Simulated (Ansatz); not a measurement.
Substrate model: Si(111) 1x1 surface, 6 top atoms, 3 bilayers, bottom bilayer H-capped and fixed, every top atom capped by H; cell 11.5 x 6.6 Å; two neighbouring H replaced by OH; about 7 Å thick over the host's atoms, 18 atoms held. Computed with PBE-D3(BJ) (plane waves to 420 eV, PAW; Ansatz, a quantum-chemistry and plane-wave program). k mesh 1 x 2 x 1. The slab states were run without spin polarisation. Results hold for this slab, coverage and mesh. No zero-point or entropy terms are included. Each state was relaxed from one prepared geometry.

End state of this step: SiCl4 exchanges a ligand with a surface O-H group and HCl forms. Atoms near the product:

| atom | x (Å) | y (Å) | z (Å) |
|---|---|---|---|
| H(14) | -0.015 | 0.006 | 11.016 |
| H(29) | 3.881 | 0.005 | 11.002 |
| H(47) | 3.545 | 1.147 | 13.448 |
| O(48) | 1.766 | 3.476 | 11.202 |
| H(49) | 2.035 | 2.725 | 11.766 |
| Si(a0) | 5.880 | 3.406 | 12.726 |
| Cl(a1) | 2.252 | 1.026 | 13.327 |
| Cl(a2) | 7.645 | 4.283 | 13.240 |
| Cl(a3) | 5.871 | 1.485 | 13.484 |
| Cl(a4) | 4.343 | 4.443 | 13.569 |

Q: What energy does it take to move HCl into the gas, one a cell, with the surface relaxed behind it, and what are its closest contacts before it leaves?

A: 0.28 eV. Its closest contacts to the rest of the cell: Cl(a1)...H(49) 2.32 Å, H(47)...Cl(a3) 2.35 Å, H(47)...H(29) 2.72 Å.
